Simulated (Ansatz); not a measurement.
**Several settings converged on NaMgF3 (P4mm, 5 atoms in the cell)**

```
CELL_PARAMETERS angstrom
      3.96269     0.00000     0.00000
      0.00000     3.96269     0.00000
      0.00000     0.00000     3.96269
ATOMIC_POSITIONS crystal
  Na 0.00000 0.00000 0.01262
  Mg 0.50000 0.50000 0.50000
  F  0.50000 0.50000 0.00000
  F  0.00000 0.50000 0.50000
  F  0.50000 0.00000 0.50000
```

Base method: PBEsol, default PAW files made with PBE (plane waves; Ansatz, an electronic-structure program).

Base settings: basis.ecutwfc = 420 eV; kpoints.mp_grid.grid = 6 6 6; hamiltonian.xc = pbesol; hamiltonian.pseudopotentials = {kind: paw} (the program's default PAW files); scf.occupations.method = fermi_dirac; scf.occupations.width = 0.01 eV.

The count of work is k-points × plane waves × bands × iterations; it is no time. 

**The cutoff for other potential files**

Level: DFT, PBEsol, plane waves, harder PAW files (source: ansatz) made with PBE.

In this ladder: hamiltonian.pseudopotentials = {kind: paw, source: ansatz}.

The second cell is the first with its lattice scaled by 0.98.

The mesh stays at the base's, so the ladder's end is converged at best in this setting alone.

The first pressure column holds Ansatz's estimate of the finite-basis (Pulay) stress, which hides part of the cutoff error; the other is without it.

Only quantities that move along the ladder and can be compared are tabulated.

```csv
basis.ecutwfc,free energy less the last step's (meV/atom),energy of the compressed cell less the first (meV/atom),pressure (GPa),pressure without the Pulay estimate (GPa),largest difference of a force vector from the last step's (eV/Å),count of work / last
470 eV,1991.37,-1.32,-3.18,-101.83,0.012,0.12
580 eV,484.68,-5.76,-2.91,-34.75,0.002,0.16
735 eV,54.40,-3.80,-2.81,-8.13,0.000,0.21
890 eV,3.72,-3.85,-2.85,-3.39,0.000,0.27
1050 eV,0.28,-3.82,-2.84,-2.86,0.000,0.35
1260 eV,0.18,-3.83,-2.85,-2.85,0.000,0.47
1575 eV,0.10,-3.84,-2.85,-2.85,0.000,0.65
2100 eV,0.00,-3.84,-2.85,-2.85,0.000,1.0
```

Coarsest basis.ecutwfc that holds the pressure without the Pulay estimate within 1 GPa of the last step, with all finer ones: 890 eV, at 0.27 of the last step's count of work; the step before is off by 5.3 GPa.

Coarsest basis.ecutwfc that holds the forces within 0.005 eV/Å of the last step, with all finer ones: 580 eV, at 0.16 of the last step's count of work; the step before is off by 0.012 eV/Å.

Coarsest basis.ecutwfc that holds the pressure within 0.2 GPa of the last step, with all finer ones: 580 eV, at 0.16 of the last step's count of work; the step before is off by 0.34 GPa.

The energy difference between the two cells stays within 1 meV/atom of the last step's from 735 eV on, the total only from 1050 eV on: much of the error is common to both cells and cancels.

At the lowest cutoff the pressure without the Pulay estimate lies 99.0 GPa under the last step's, the usual sign of Pulay stress in an incomplete plane-wave basis.

**The density cutoff**

The second cell is the first with its lattice scaled by 0.98.

The mesh stays at the base's, so the ladder's end is converged at best in this setting alone.

Only quantities that move along the ladder and can be compared are tabulated.

| basis.ecutrho_ratio | free energy less the last step's (meV/atom) | energy of the compressed cell less the first (meV/atom) | pressure (GPa) |
|---|---|---|---|
| 2 | -3.25 | -1.64 | -2.18 |
| 3 | 0.11 | -3.77 | -2.86 |
| 4 | 0.00 | -3.76 | -2.84 |
| 5 | 0.00 | -3.76 | -2.84 |
| 6 | 0.00 | -3.76 | -2.84 |
| 8 | 0.00 | -3.76 | -2.84 |
| 10 | 0.00 | -3.76 | -2.84 |
| 12 | 0.00 | -3.76 | -2.84 |
| 16 | 0.00 | -3.76 | -2.84 |

Coarsest basis.ecutrho_ratio that holds the free energy within 1 meV/atom of the last step, with all finer ones: 3; the step before is off by 3.3 meV/atom.

Coarsest basis.ecutrho_ratio that holds the pressure within 0.1 GPa of the last step, with all finer ones: 3; the step before is off by 0.67 GPa.

Coarsest basis.ecutrho_ratio that holds the energy of the compressed cell less the first within 1 meV/atom of the last step, with all finer ones: 3; the step before is off by 2.1 meV/atom.

**The relaxed cell against the cutoff**

On NaMgF₃ (Pm-3m, 5 atoms in the cell): atoms on their sites.

In this ladder: relax = cell and atoms.

The mesh stays at the base's, so the ladder's end is converged at best in this setting alone.

Only quantities that move along the ladder and can be compared are tabulated.

| basis.ecutwfc | relaxed volume (Å³/atom) | relaxation steps |
|---|---|---|
| 250 eV | 11.665 | 42 |
| 295 eV | 11.776 | 16 |
| 355 eV | 11.957 | 11 |
| 420 eV | 11.932 | 7 |
| 505 eV | 11.928 | 5 |
| 630 eV | 11.928 | 5 |
| 840 eV | 11.928 | 5 |

Coarsest basis.ecutwfc that holds the relaxed volume within 0.06 Å³/atom of the last step, with all finer ones: 355 eV; the step before is off by 0.15 Å³/atom.

At the lowest cutoff the cell relaxes to a volume 2.2 % smaller than at the highest. Ansatz relaxes on a stress corrected for the finite basis.

On the base run: the starting cell comes from a database of computed structures (which also holds hypothetical and non-ambient phases and stackings), without a prior relaxation at this level. Its lattice was rescaled by up to half a per cent. One atom was moved a little off its site on purpose.

Left out of this page: 1 run of the series failed or unconverged.

Keys are those of Ansatz 0.2.
